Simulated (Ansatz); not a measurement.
Defect migration in rutile-type MgF2: Mg vacancy, charge state -2. Method: PBE, PAW (plane waves to 420 eV; Ansatz, an electronic-structure program).

Cell of 72 host sites held at the relaxed PBE lattice; the Γ point alone; Fermi-Dirac width 0.01 eV, spin-restricted; finite-size errors left in. Energies are static. The charge state is imposed; whether it is stable for some Fermi level was not computed. Forms of the defect that were not tried may lie lower.

Barriers: single points on a 2×2×2 k-point mesh shifted by half a step at the bands' geometries.

The step: a nearby Mg atom hops onto the vacant site. Atoms about the jump, Cartesian Å from the middle of the jump, before and after:

```json
[
 {"atom": "Mg1", "x0": "0.00", "y0": "0.00", "z0": "1.47", "x1": "0.00", "y1": "0.00", "z1": "-1.47"},
 {"atom": "F2", "x0": "-1.02", "y0": "1.02", "z0": "0.23", "x1": "-1.02", "y1": "1.02", "z1": "-0.23"},
 {"atom": "F3", "x0": "1.02", "y0": "-1.02", "z0": "0.23", "x1": "1.02", "y1": "-1.02", "z1": "-0.23"},
 {"atom": "F4", "x0": "-1.50", "y0": "-1.50", "z0": "-1.55", "x1": "-1.45", "y1": "-1.45", "z1": "-1.57"},
 {"atom": "F5", "x0": "-1.45", "y0": "-1.45", "z0": "1.57", "x1": "-1.50", "y1": "-1.50", "z1": "1.55"},
 {"atom": "F6", "x0": "1.50", "y0": "1.50", "z0": "-1.55", "x1": "1.45", "y1": "1.45", "z1": "-1.57"},
 {"atom": "Mg7", "x0": "-2.31", "y0": "-2.31", "z0": "-0.02", "x1": "-2.31", "y1": "-2.31", "z1": "0.02"},
 {"atom": "F8", "x0": "-1.02", "y0": "1.02", "z0": "-3.32", "x1": "-0.92", "y1": "0.92", "z1": "-3.09"},
 {"atom": "F9", "x0": "1.02", "y0": "-1.02", "z0": "-3.32", "x1": "0.92", "y1": "-0.92", "z1": "-3.09"},
 {"atom": "F10", "x0": "1.45", "y0": "1.45", "z0": "1.57", "x1": "1.50", "y1": "1.50", "z1": "1.55"},
 {"atom": "F11", "x0": "-3.78", "y0": "-0.91", "z0": "0.01", "x1": "-3.78", "y1": "-0.91", "z1": "-0.01"},
 {"atom": "F12", "x0": "-0.91", "y0": "-3.79", "z0": "0.01", "x1": "-0.91", "y1": "-3.79", "z1": "-0.01"},
 {"atom": "Mg13", "x0": "-2.34", "y0": "2.34", "z0": "0.00", "x1": "-2.34", "y1": "2.34", "z1": "0.00"},
 {"atom": "Mg14", "x0": "2.34", "y0": "-2.34", "z0": "0.00", "x1": "2.34", "y1": "-2.34", "z1": "0.00"}
]
```

Problem. Where do these atoms stand at the saddle point, and how high is it?

Solution. 
```csv
atom,x,y,z
Mg1,-0.38,-0.37,-0.35
F2,-1.01,1.27,0.03
F3,1.26,-1.01,0.03
F4,-1.50,-1.49,-1.47
F5,-1.43,-1.43,1.24
F6,1.46,1.46,-1.51
Mg7,-2.50,-2.49,-0.03
F8,-1.01,0.94,-3.16
F9,0.94,-1.01,-3.16
F10,1.49,1.49,1.56
F11,-3.80,-0.94,-0.01
F12,-0.95,-3.80,-0.01
Mg13,-2.41,2.48,0.01
Mg14,2.48,-2.41,0.01
```
It lies 1.22 eV above the start and 1.22 eV above the end. The program found a first-order saddle point. Symmetry-equivalent saddle points exist between the same ends.
